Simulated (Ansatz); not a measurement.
# Habitual settings against a tight run: Nb3Pd (Cmmm, 4 atoms in the cell)

Self-consistent single point.

```xyz
4
Lattice="1.7295 -2.2262 0.0000 1.7295 2.2262 0.0000 0.0000 0.0000 9.1130" Properties=species:S:1:pos:R:3 pbc="T T T"
Nb     1.7295     0.0000     6.9278
Nb     1.7295     0.0000     2.1852
Nb     0.0000     0.0000     4.5565
Pd     0.0000     0.0000     0.0000
```

Method: PBEsol, harder PAW files (source: ansatz) made with PBE (plane waves; Ansatz, a program for electronic structure).

Base settings: basis.ecutwfc = 710 eV; kpoints.mp_grid.grid = 12 12 4; hamiltonian.xc = pbesol; hamiltonian.pseudopotentials = {kind: paw, source: ansatz}; scf.occupations.method = methfessel_paxton; scf.occupations.width = 0.05 eV.

Tight run (finer mesh or higher cutoff; not a proven limit): basis.ecutwfc: 710 eV → 990 eV; kpoints.mp_grid.grid: 12 12 4 → 17 17 6; scf.convergence.dr2_threshold: default (1e-07 eV) → 1e-09 eV. It gave Fermi level (on the code's own zero) 17.82 eV; pressure -9.01 GPa; largest force (vector length) 0.005 eV/Å.

Quick runs, as changes from the base:
- A: the base itself
- B: basis.ecutwfc: 710 eV → 425 eV; kpoints.mp_grid.grid: 12 12 4 → 1 1 1; scf.occupations.method: methfessel_paxton → gaussian; scf.occupations.width: 0.05 eV → 0.5 eV
- C: kpoints.mp_grid.grid: 12 12 4 → 4 4 4; kpoints.mp_grid.shift: default → 0.5 0.5 0.5; scf.convergence.dr2_threshold: default (1e-07 eV) → 0.0001 eV
- D: basis.ecutwfc: 710 eV → 425 eV; kpoints.mp_grid.grid: 12 12 4 → 6 6 6; hamiltonian.xc: pbesol → lda; kpoints.mp_grid.shift: default → 0.5 0.5 0.5; scf.convergence.dr2_threshold: default (1e-07 eV) → 0.0001 eV [LDA (PW92)]
- E: basis.ecutwfc: 710 eV → 355 eV; kpoints.mp_grid.grid: 12 12 4 → 4 4 4; hamiltonian.xc: pbesol → lda [LDA (PW92)]
- F: basis.ecutwfc: 710 eV → 565 eV; kpoints.mp_grid.grid: 12 12 4 → 6 6 6; hamiltonian.xc: pbesol → lda; scf.occupations.method: methfessel_paxton → cold; scf.occupations.width: 0.05 eV → 0.2 eV; kpoints.mp_grid.shift: default → 0.5 0.5 0.5 [LDA (PW92)]

Energies are extrapolated to zero smearing width, which holds to low order in the width alone.

Dashes: energy of D, E, F, another energy zero.

† marks runs with another functional, U, potentials or spin treatment: their distance from the tight run is not a convergence error alone.

The count of work is k-points × plane waves × bands × iterations; it is no time. 

Pressures in the table are Ansatz's without its Pulay estimate, at a fixed set of plane waves; the tight run's value above holds the estimate.

The starting cell comes from a database of computed structures (which also holds hypothetical and non-ambient phases and stackings), without a prior relaxation at this level. Its lattice was rescaled by a random factor within 2.5 % of one. Spin polarisation is off. In the base run, with a pressure of about -9 GPa the cell is away from its equilibrium volume at this level.

| run | energy less tight (meV/atom) | pressure less tight (GPa) | largest miss in a force vector (eV/Å) | count of work / tight |
|---|---|---|---|---|
| A | 1.4 | -0.04 | 0.005 | 0.22 |
| B | -1188.0 | 18.70 | 4.188 | 0.0010 |
| C | -33.7 | -0.97 | 0.214 | 0.015 |
| D† | – | -18.41 | 0.118 | 0.024 |
| E† | – | -62.75 | 0.167 | 0.013 |
| F† | – | -4.62 | 0.103 | 0.044 |

Among the runs at the tight run's level, the energy misses run from 1.4 to 1188.0 meV/atom.

Keys are those of Ansatz 0.2.
